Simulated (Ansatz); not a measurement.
For ZnS (R3m, No. 160, 36 atoms in the cell; start mp-1201158; a measured phase of this formula has another space group), LDA in Ansatz (plane waves, PAW) gives:

```
Quantity                               Value
------------------------------  ------------
equilibrium lattice constant a       3.743 Å
c axis length                      165.370 Å
cohesive energy                 3.72 eV/atom
band gap                             2.15 eV
```

### Question
What does r²SCAN+rVV10 in Ansatz (plane waves, PAW) give for the same quantities?

### Answer

- lattice constant a: 3.794 Å (grows by 1.4 %)
- lattice parameter c: 167.606 Å (rises by 1.4 %)
- cohesive energy: 3.35 eV/atom (shrinks by 0.37 eV/atom)
- band gap: 2.73 eV (rises by 0.58 eV)

Changes are worked out from the printed values.

Unless a cell is named, each level is at its own relaxed cell.

Density-functional gaps are differences of (generalised) Kohn–Sham levels.

Caveats: the relaxation could not lower the start's symmetry, so the cell can be a saddle point above a distorted one (LDA, r²SCAN+rVV10). Ansatz's density-functional and Hartree–Fock values are scalar-relativistic unless marked +SOC, with PAW data made under PBE.

A start named mp-… is a Materials Project structure, which need not be a measured phase.

Ansatz is a first-principles code.
